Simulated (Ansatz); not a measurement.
Functionals compared on a constructed model of the (111) surface of fcc Cu, a pseudomorphic layer of Ge in the host's stacking (bottom of the slab: a bare face, its two planes held), in Ansatz (plane waves, PAW). The structure was relaxed with PBE; the other rows are single points on it. Cutoff 420 eV (500 eV for r2SCAN).

Set-up: 7 atoms, 12.7 Å thick at the start with caps and adatoms (thin: gaps and levels are the slab's own); mesh 17x17x1; 0.1 eV smearing; dipole correction on; 2 atoms held, the rest relaxed; held to the start's symmetry, so lower structures may exist; no spin, no spin-orbit, no U. In PBE it is, or lies within 0.01 eV a 1x1 cell of, the lowest of the 2 structures of its composition computed so far; subsurface sites and larger cells were not tried. These notes are the PBE run's.

```
functional  work function of the top face (eV)  rough cost of the single point
----------  ----------------------------------  ------------------------------
PBE                                       3.94                               –
RPBE                                       [?]  around 26 core-seconds (rough)
r2SCAN                                    4.05         roughly 60 core-seconds
```

Task: What belongs in the gaps?

Result: 
- RPBE, work function of the top face (eV): 3.83

Ansatz is a first-principles code.
